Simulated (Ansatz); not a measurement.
# Element substitutions in Sn

The reference is Sn (space group I4_1/amd, No. 141; a = 5.833 Å, c = 3.158 Å).

Each row replaces one element on all its sites; cell and atoms are relaxed.

Level of theory: Kohn–Sham DFT with the PBEsol functional, run in Ansatz (an electronic-structure program) with PAW and 420 eV plane waves, no spin-orbit coupling.

Candidates:
(a) Sn → In
(b) Sn → Ge
(c) Sn → Zn

For the base:

* **Shortest interatomic distance**: 3.021 Å

Order them by shortest interatomic distance, highest first.

(a) Sn → In (3.035 Å), (b) Sn → Ge (2.653 Å), (c) Sn → Zn (2.501 Å)

Whether these cells are dynamically stable was not tested. As relaxed here, In and Zn are hypothetical phases, not in the database extracts checked. For Ge in this form, whether it has been made was not checked. This is not the structure that Ge has at room temperature and ambient pressure.
